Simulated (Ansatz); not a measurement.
Consider ZnSe in the zinc blende structure (space group F-43m, No. 216; a = 5.568 Å).

Level of theory: DFT with LDA, PAW potentials and a 420 eV plane-wave cutoff in Ansatz (a first-principles code), spin-orbit coupling left out.

For the base:

The width of the top valence band is 2.96 eV.

One thing is altered: the cell is scaled by 0.9750 in all directions; the atoms relax in the strained cell.

Question: What happens to the width of the top valence band?

Answer: The width of the top valence band grows by 0.406 eV (2.96 eV → 3.36 eV).

Question: Predict the new mean gap deformation potential ΔEg/Δln V.

Answer: The mean gap deformation potential ΔEg/Δln V is -4.3 eV.

No phonon test of stability was made.
